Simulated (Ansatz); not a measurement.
Cost and result by functional for the surface energy of the (11-20) surface of wurtzite ZnS (a metastable polymorph) in its 1x1 cell (cut with top plane 2 S + 2 Zn, bottom plane 2 S + 2 Zn), outermost plane spacing 1.92 Å in the ideal cut, in Ansatz (plane waves, PAW). Single points on the PBE structure, on one kind of machine; costs are rough ratios of the slab run's core time (references not counted) to the cheapest single point. r2SCAN's cost holds its higher cutoff (500 against 420 eV). Differences are taken against HSE06 for comparison alone: no measured value is at hand, so the table doesn't rank accuracy. HSE06 ran on a coarser k-mesh, which lowers its cost and carries part of its shift.

Slab: 28 atoms, S14Zn14, 11.5 Å thick at the start; k 4x4x1, smearing 0.025 eV, dipole-corrected; all atoms relaxed; start symmetry kept, larger cells not searched; no spin, no spin-orbit, no U. These notes are the PBE run's.

```
functional                     relative cost  surface energy (J/m²)  less HSE06 (J/m²)
-----------------------------  -------------  ---------------------  -----------------
PBEsol                                     1                   0.46               0.05
RPBE                                       1                   0.25              -0.16
LDA                                        1                   0.57               0.15
r2SCAN                                     2                   0.49               0.07
HSE06                                     20                   0.42               0.00
PBE (the relaxed run's value)              –                   0.37              -0.05
```

The values span 0.31 J/m², while the single points' costs differ by a factor of roughly 20. Differences are of unrounded values.

Ansatz is a first-principles code.
